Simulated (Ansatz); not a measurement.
By PBEsol, the system below comes out a metal.

Input:

```xyz
2
Lattice="3.6426 0.0000 0.0000 -1.8213 3.1546 0.0000 0.0000 0.0000 5.8792" Properties=species:S:1:pos:R:3 pbc="T T T"
Y      0.0000     2.1030     1.4698
Y      1.8213     1.0515     4.4094
```

Space group of this cell: P6_3/mmc, hcp (Mg type). The cell is taken as given; by PBEsol its mean pressure is -2.9 GPa.

The current runs along the normal of the first two printed vectors, the (001) plane. All runs by Ansatz (an electronic-structure program), plane waves and PAW, without spin-orbit coupling; the base is PBEsol.

```
run                                                      mean pressure (GPa)  G/A, both spins (10¹⁵ S/m²)
-------------------------------------------------------  -------------------  ---------------------------
base                                                                    -2.9                         0.92
all lengths scaled by 0.98                                              -0.7                            …
all lengths scaled by 1.02                                              -4.6                         0.87
lengths across the current scaled by 0.98, ions clamped                 -1.4                         0.96
lengths across the current scaled by 1.02, ions clamped                 -4.1                         0.92
lengths along the current scaled by 0.97, ions clamped                  -1.8                         0.96
lengths along the current scaled by 1.03, ions clamped                  -3.8                            …
```

### Question
Some entries are withheld; supply them.

### Answer

- all lengths scaled by 0.98, G/A, both spins (10¹⁵ S/m²): 0.98
- lengths along the current scaled by 1.03, ions clamped, G/A, both spins (10¹⁵ S/m²): 0.86
